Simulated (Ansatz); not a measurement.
Base system: PbS in the rock salt structure (space group Fm-3m, No. 225; a = 5.9030 Å).

The change: hydrostatic tension (pressure −2 GPa).

Levels (all Ansatz, a program for electronic structure, PAW): PBEsol (420 eV, no SOC); PBEsol+SOC (420 eV, with spin-orbit coupling).

The geometry is relaxed with PBEsol.

| Quantity | Value |
|---|---|
| PBEsol width of the top valence band | 3.30 eV |
| PBEsol band gap | 0.33 eV |
| PBEsol pressure | -2.01 GPa |

With PBEsol+SOC at the same geometry, the width of the top valence band drops by 0.22 eV, from 3.30 eV to 3.08 eV; the band gap drops by 0.22 eV (0.33 eV → 0.11 eV); the pressure falls by 0.364 GPa to -2.38 GPa.

Single points use the geometry relaxed with PBEsol. Differences between runs with and without spin-orbit coupling are approximate. Spin-orbit coupling, missing from the scalar runs, can matter with Pb. Load acts through the strain it causes; cell and atoms are relaxed under it. Stability against distortions was not tested. The base started in Pnma and relaxed to Fm-3m at this level. The zero or small gap of PbS can change with the level of theory.
